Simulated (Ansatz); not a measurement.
**A computed series for HfN: response to strain**

The reference is HfN in the rock salt structure (space group Fm-3m, No. 225; relaxed with 0.1 eV smearing).

```yaml
crystal:
  lattice:
    - [0.00000, 2.26285, 2.26285]
    - [2.26285, 0.00000, 2.26285]
    - [2.26285, 2.26285, 0.00000]
  atoms:
    - { symbol: Hf, position: [0.00000, 0.00000, 0.00000] }
    - { symbol: N, position: [0.50000, 0.50000, 0.50000] }
```

Strains are applied to the cell and any free atomic positions relax.

Method: r2SCAN (Ansatz, a first-principles code; PAW; 500 eV plane waves; no spin-orbit coupling).

Notes on the quantities. energy relative to the base: free energy F.

| case | energy relative to the base | pressure | shortest interatomic distance |
|---|---|---|---|
| base | 0 meV/atom | 0.0 GPa | 226.3 pm |
| isotropic strain +0.50 % | ? | ? | 227.4 pm |
| isotropic strain +1.00 % | +8.9 meV/atom | -7.9 GPa | 228.5 pm |
| isotropic strain +1.50 % | +20 meV/atom | -11.4 GPa | 229.7 pm |
| isotropic strain +2.00 % | +34 meV/atom | -14.8 GPa | 230.8 pm |
| isotropic strain +2.50 % | +53 meV/atom | -17.8 GPa | 231.9 pm |
| isotropic strain +3.00 % | +75 meV/atom | -20.7 GPa | 233.1 pm |

### Question
Complete the table.

### Answer

- isotropic strain +0.50 %, energy relative to the base: +2.3 meV/atom
- isotropic strain +0.50 %, pressure: -4.1 GPa

Stability against distortions was not tested. The final runs are not spin-polarised. An odd electron count without spin: HfN.
